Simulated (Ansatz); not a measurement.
The reference is Ba in the bcc (W type) structure (space group Im-3m, No. 229; relaxed with 0.1 eV smearing).

```xyz
1
Lattice="-2.5121 2.5121 2.5121 2.5121 -2.5121 2.5121 2.5121 2.5121 -2.5121" Properties=species:S:1:pos:R:3 pbc="T T T"
Ba     0.0000     0.0000     0.0000
```

Method: Ansatz (a first-principles code) PBE, no spin-orbit coupling.

Before the change:

```
Item       Result
--------  -------
Pressure  0.0 GPa
Band gap     zero
```

Now apply this change: an isotropic linear strain of −3.00 %; the atoms relax in the strained cell.

**Question.** How does this affect the energy relative to the base?

**Answer.** The energy goes up by 15 meV/atom.

**Question.** Estimate the effect on the pressure.

**Answer.** The pressure goes from zero to 0.9 GPa.

**Question.** Estimate the effect on the band gap.

**Answer.** The band gap stays zero.

Stability against distortions was not tested.
